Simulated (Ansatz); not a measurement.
PbI2 (model structure, started from the 2H-MoS2 type, P6₃/mmc, No. 194, 6 atoms in the cell)

These are PBEsol (Ansatz, a program for electronic structure, PAW) values and carry that method's errors.

Settings: plane-wave cutoff 500 eV, 12×12×4 k mesh (along the axes of the cell as run), Fermi–Dirac smearing 0.05 eV, scalar-relativistic PAW data made under PBE.

Cell (relaxed at this level):

```cif
data_I4Pb2
_chemical_formula_sum 'Pb2 I4'
_space_group_name_H-M_alt 'P 1'
_space_group_IT_number 1
_cell_length_a 4.37995
_cell_length_b 4.37995
_cell_length_c 15.00131
_cell_angle_alpha 90.000
_cell_angle_beta 90.000
_cell_angle_gamma 120.000
loop_
_space_group_symop_operation_xyz
  'x, y, z'
loop_
_atom_site_label
_atom_site_type_symbol
_atom_site_fract_x
_atom_site_fract_y
_atom_site_fract_z
_atom_site_occupancy
Pb1 Pb 0.33333 0.66667 0.25000 1
Pb2 Pb 0.66667 0.33333 0.75000 1
I1 I 0.33333 0.66667 0.61535 1
I2 I 0.66667 0.33333 0.11535 1
I3 I 0.66667 0.33333 0.38465 1
I4 I 0.33333 0.66667 0.88465 1
```

For PbI2 (model structure, started from the 2H-MoS2 type, P6₃/mmc, No. 194, 6 atoms in the cell), the band gap is 2.04 eV (on the SCF k mesh).

Note: the relaxation could raise the start's symmetry but not lower it, so the cell can be a saddle point.

Spin–orbit coupling is not included; with these elements it can move the gap by several tenths of an eV or more.

Computed values are for the static lattice.

It cost around 7 core-minutes (rough) of CPU time.

A model structure was made by putting elements into a prototype or built by hand; it is no filed structure, need not be a known phase, and can be a saddle point held by its symmetry.
